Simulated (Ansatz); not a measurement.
We consider cubic perovskite CsSrF3, described by PBEsol (Ansatz, a quantum-chemistry and plane-wave program, PAW).

Settings: plane-wave cutoff 520 eV, 8×8×8 k mesh, Fermi–Dirac smearing 0.01 eV, scalar-relativistic PAW data made under PBE.

Cell (relaxed at this level):

Space group Pm-3m (No. 221); a = b = c = 4.7374 Å, α = β = γ = 90.00°

| atom | site | symmetry | x | y | z |
|---|---|---|---|---|---|
| Cs | 1a | m-3m | 0.0000 | 0.0000 | 0.0000 |
| Sr | 1b | m-3m | 0.5000 | 0.5000 | 0.5000 |
| F | 3c | 4/mm.m | 0.0000 | 0.5000 | 0.5000 |

**Question.** Estimate the bulk modulus, band gap and pressure derivative B′ of the bulk modulus that the calculation returns.

**Answer.** 
- bulk modulus = 43.7 GPa
- band gap = 6.30 eV
- pressure derivative B′ of the bulk modulus = 4.8

Note: the relaxation could not lower the start's symmetry, so the cell can be a saddle point above a distorted one.

Spin–orbit coupling is not included.

The result took about 70 core-seconds (a rough figure).
